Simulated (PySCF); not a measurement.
PySCF 2.14.0, TPSS/def2-svp, df: N[SiH2]N=C=O, 9 atoms. The geometry is a generated start, not checked to be a minimum at this level.

```
Property                                      Result
-------------------------------  -------------------
task                             energy and gradient
method                                          tpss
basis                                       def2-svp
two-electron scheme                  density fitting
mol.max_memory                               7000 MB
mf.init_guess                        minao (default)
mf.DIIS                              CDIIS (default)
mf.diis_space                            8 (default)
mf.conv_tol                          1e-09 (default)
basis functions (reference run)                   94
grid points (reference run)                   752120
```

```xyz
9

N     -1.6963    -0.1214     0.3139
Si    -0.3870     0.7105    -0.3530
N      0.9372    -0.3076     0.0421
C      2.0387    -0.6920     0.1047
O      3.1468    -1.0766     0.1665
H     -1.5128    -0.2539     1.3042
H     -1.7131    -1.0544    -0.0875
H     -0.5606     0.7826    -1.8147
H     -0.2529     2.0128     0.3238
```

Yardstick: the run with mf.grids.level = 8, which is not proven converged either. Each setting ran once; only counts and results are compared.

Measured:

```
setting                       grid points  energy against the reference  difference in forces (largest component)
----------------------------  -----------  ----------------------------  ----------------------------------------
the reference                      752120                             —                                         —
mf.grids.level = 6                 450256          under 0.001 meV/atom                               0.067 meV/Å
mf.grids.level = 5                 307896          under 0.001 meV/atom                                0.40 meV/Å
mf.grids.level = 4                 204376              +0.0016 meV/atom                                 1.0 meV/Å
mf.grids.level = 3 (default)       114416              +0.0034 meV/atom                                 1.1 meV/Å
mf.grids.level = 2                  77816              −0.0038 meV/atom                                 5.2 meV/Å
mf.grids.level = 1                  36904               +0.055 meV/atom                                  31 meV/Å
```

Question: Estimate the difference from the reference for mf.grids.level = 0.

Answer: grid points: 8400; energy against the reference: +240 meV/atom; difference in forces (largest component): 310 meV/Å. Total energies are compared; such shifts often cancel in part in energy differences. The gradients leave out the derivatives of the grid weights.
